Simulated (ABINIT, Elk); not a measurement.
An Elk input for a self-consistent single point of La3Mg (I4/mmm, 4 atoms in the cell) (DFT, LDA (PW92), all-electron FP-LAPW, Elk's shipped species files, default APW+lo basis):

```
tasks
  0

stype
  0

swidth
  0.00499791

maxscl
  100

scale
  11.96841587

avec
   -0.3989018288    0.3989018288    0.8256843598
    0.3989018288   -0.3989018288    0.8256843598
    0.3989018288    0.3989018288   -0.8256843598

sppath
  'species/'

atoms
  2
  'La.in'
  3
  0.5000000000  0.5000000000  0.0000000000    0.0 0.0 0.0
  0.2500000000  0.7500000000  0.5000000000    0.0 0.0 0.0
  0.7500000000  0.2500000000  0.5000000000    0.0 0.0 0.0
  'Mg.in'
  1
  0.0000000000  0.0000000000  0.0000000000    0.0 0.0 0.0

ngridk
  6 6 6
```

Problem. Translate this input to ABINIT.

Solution. This is the input that was run; spellings and numerical settings could be chosen otherwise.

```
# La3Mg, JTH v2.0 LDA PAW
pp_dirpath "./"
pseudos "La.LDA_PW-JTH.xml, Mg.LDA_PW-JTH.xml"
acell 3*1.0
rprim
        -4.7742229785    4.7742229785    9.8821337961
         4.7742229785   -4.7742229785    9.8821337961
         4.7742229785    4.7742229785   -9.8821337961
natom 4
ntypat 2
znucl 57 12
typat 1 1 1 2
xcart
         0.0000000000    0.0000000000    9.8821337961
         4.7742229785    0.0000000000    4.9410668981
         0.0000000000    4.7742229785    4.9410668981
         0.0000000000    0.0000000000    0.0000000000
ecut 26
pawecutdg 52
pawxcdev 0
occopt 7
tsmear 0.136 eV
nband 29
kptopt 1
ngkpt 6 6 6
nshiftk 1
shiftk 0 0 0
nstep 50
tolvrs 1.0e-10
prtwf 0
prtden 0
```

Basis settings and potentials, where a program has them, do not carry over. This input uses DFT, LDA (PW92), plane waves, PAW (JTH v2.0 LDA PAW). LDA parametrisations can differ slightly between programs.

The starting cell comes from a database of computed structures (which also holds hypothetical and non-ambient phases and stackings), without a prior relaxation at this level.
